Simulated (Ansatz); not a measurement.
The structure below was relaxed with PBEsol (Ansatz, a program for electronic structure, PAW, no spin-orbit coupling), earlier PAW set.

Space group I4₁/amd, origin choice 1 (No. 141); a = 4.829 Å, b = 4.829 Å, c = 2.685 Å, α = 90.00°, β = 90.00°, γ = 90.00°

```tsv
atom	site	symmetry	x	y	z
Os	4a	-4m2	0.0000	0.0000	0.0000
```

Q: Write out a cell with all atoms.

A: 
```cif
data_Os4
_chemical_formula_sum 'Os4'
_space_group_name_H-M_alt 'P 1'
_space_group_IT_number 1
_cell_length_a 4.82902
_cell_length_b 4.82902
_cell_length_c 2.68505
_cell_angle_alpha 90.000
_cell_angle_beta 90.000
_cell_angle_gamma 90.000
loop_
_space_group_symop_operation_xyz
  'x, y, z'
loop_
_atom_site_label
_atom_site_type_symbol
_atom_site_fract_x
_atom_site_fract_y
_atom_site_fract_z
_atom_site_occupancy
Os1 Os 0.00000 0.50000 0.25000 1
Os2 Os 0.00000 0.00000 0.00000 1
Os3 Os 0.50000 0.00000 0.75000 1
Os4 Os 0.50000 0.50000 0.50000 1
```
This is the conventional cell.

Stability against distortions was not tested. The final runs are not spin-polarised. The cell was made from Sn by this change: Sn → Os; the result is a hypothetical phase, not in the database extracts checked. Os has a high density of states at the Fermi level and may be magnetic at this level.
